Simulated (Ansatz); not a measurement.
Point-defect migration in rutile TiO2

Some mobile defects of rutile TiO2. Method: PBE, PAW (plane waves to 420 eV; Ansatz, a first-principles code).

Barriers are those of the lowest checked hop between equivalent sites, from the lowest site run (climbing-image NEB, static, fixed cells, no finite-size terms; on the finer meshes named, energies are single points at the band's geometries). One hop need not carry long-range diffusion, and untried routes could be lower. Saddle orders were checked for a part of the study's bands only and are not shown. Vacancies start on their lattice site; split forms were not set up. Charge states are imposed.

```json
[
 {"Defect": "interstitial Mg, charge +2", "Route": "Mg moves farthest", "Hop (Å)": "1.46", "Direction in the unit cell": "(0.00, 0.00, -0.49)", "Neighbours at the saddle": "4 O at 1.91 Å", "Cell": "72 sites, 2×2×2 shifted"},
 {"Defect": "interstitial N, charge -1", "Route": "N moves farthest", "Hop (Å)": "2.95", "Direction in the unit cell": "(0.00, 0.00, -0.99)", "Neighbours at the saddle": "O at 1.75, O at 1.80; Ti at 1.81, Ti at 1.98 Å", "Cell": "72 sites, 2×2×2 shifted"},
 {"Defect": "interstitial Al, charge +3", "Route": "Al moves farthest", "Hop (Å)": "1.48", "Direction in the unit cell": "(0.00, 0.00, 0.50)", "Neighbours at the saddle": "4 O at 1.77 Å", "Cell": "72 sites, 2×2×2 shifted"},
 {"Defect": "O vacancy, charge +2", "Route": "a nearby O jumps into the vacancy", "Hop (Å)": "2.40", "Direction in the unit cell": "(-0.36, -0.36, 0.00)", "Neighbours at the saddle": "2 Ti at 1.76 Å", "Cell": "72 sites, 2×2×2 shifted"}
]
```

**Question.** Order these hops by barrier, lowest first, with values.

**Answer.** interstitial Al, charge +3: 0.24 eV; interstitial Mg, charge +2: 0.28 eV; O vacancy, charge +2: 0.80 eV; interstitial N, charge -1: 2.02 eV. Gaps under about 0.1 eV are within the calculation's error.
